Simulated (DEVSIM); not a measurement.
# abrupt GaAs p-n junction

System: abrupt GaAs p-n junction, at 300 K.

```csv
layer (left to right),material,thickness (μm),Nd (cm⁻³),Na (cm⁻³),τn (s),τp (s)
1,GaAs,1.20,-,7e16,8.3e-10,8.3e-10
2,GaAs,110,9.1e15,-,8.3e-10,8.3e-10
```

Left contact: ohmic. Right contact: ohmic. Voltage is applied to the left contact. Recombination: SRH at mid-gap. Mobility is constant in doping.

The device is made up for the run: typed textbook-type constants, with dimensions and the other settings drawn at random. Values at 300 K.

```
parameter        GaAs
-------------  ------
gap (eV)        1.424
affinity (eV)    4.07
permittivity     12.9
Nc (cm⁻³)      4.7e17
Nv (cm⁻³)        9e18
μn (cm²/Vs)      8500
μp (cm²/Vs)       400
```

Model (solved in DEVSIM): 1D drift-diffusion, Boltzmann statistics, complete ionisation; no tunnelling, impact ionisation, image-force lowering or self-heating.

```yaml
potential_step_across_the_device_at_zero_bias: 1.196 V
largest_field_in_the_device_at_zero_bias: 51000 V/cm
Dark forward voltage at 1 A/cm²: 0.976 V
Dark forward voltage at 100 A/cm²: 1.192 V
```

Small-signal capacitance in reverse bias (quasi-static):

```json
[
 {"V (V)": "-0.2", "C (nF/cm²)": "23.4"},
 {"V (V)": "-0.5", "C (nF/cm²)": "21.2"},
 {"V (V)": "-1", "C (nF/cm²)": "18.5"},
 {"V (V)": "-1.5", "C (nF/cm²)": "16.7"},
 {"V (V)": "-2", "C (nF/cm²)": "15.3"},
 {"V (V)": "-3", "C (nF/cm²)": "13.3"},
 {"V (V)": "-4", "C (nF/cm²)": "12.0"},
 {"V (V)": "-5", "C (nF/cm²)": "11.0"},
 {"V (V)": "-6.5", "C (nF/cm²)": "9.82"},
 {"V (V)": "-8", "C (nF/cm²)": "8.98"},
 {"V (V)": "-10", "C (nF/cm²)": "8.13"}
]
```

Dark reverse current:

```json
[
 {"V (V)": "-0.20", "J (A/cm²)": "-1.3e-9"},
 {"V (V)": "-0.50", "J (A/cm²)": "-2.6e-9"},
 {"V (V)": "-1.00", "J (A/cm²)": "-4.5e-9"},
 {"V (V)": "-1.50", "J (A/cm²)": "-6.1e-9"},
 {"V (V)": "-2.00", "J (A/cm²)": "-7.5e-9"},
 {"V (V)": "-3.00", "J (A/cm²)": "-1.0e-8"},
 {"V (V)": "-4.00", "J (A/cm²)": "-1.2e-8"},
 {"V (V)": "-5.00", "J (A/cm²)": "-1.4e-8"},
 {"V (V)": "-6.50", "J (A/cm²)": "-1.7e-8"},
 {"V (V)": "-8.00", "J (A/cm²)": "-1.9e-8"},
 {"V (V)": "-10.00", "J (A/cm²)": "-2.2e-8"}
]
```
